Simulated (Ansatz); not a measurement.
Base system: MnPbO3 in the cubic perovskite structure (space group Pm-3m, No. 221; a = 3.840 Å; ferromagnetic; a model cell, its experimental status unchecked). Axes: x, y, z lie along the cube axes.

Computed with plane-wave PAW DFT at the r2SCAN level (Ansatz, a first-principles code, 500 eV), without spin-orbit coupling.

Before the change:

| Item | Result |
|---|---|
| Pressure | 0.0 GPa |
| Shortest interatomic distance | 1.920 Å |

Perturbation: a pure shear with ε_xz = ε_zx = 0.0381, atoms relaxed at fixed cell.

**Question.** Predict the new energy relative to the base.

**Answer.** The energy goes up by 23 meV/atom.

**Question.** How does this affect the pressure?

**Answer.** The pressure (mean of the normal stresses, compression positive) goes from zero to 0.7 GPa.

**Question.** Estimate the effect on the shortest interatomic distance.

**Answer.** The shortest interatomic distance stays 1.920 Å.

Without a gap, meshes like the base's 12×12×12 leave anisotropic stresses uncertain by several tenths of a GPa, and small strain energies with them. The cells carry an imposed strain or load. No phonon test of stability was made. No Hubbard U is applied and the magnetic state is the run's own (MnPbO3 ferromagnetic); other magnetic orders, which need larger cells, were not tried and can change the gap. Many cubic perovskites are stable only at high temperature; tilts and polar distortions were not tested.
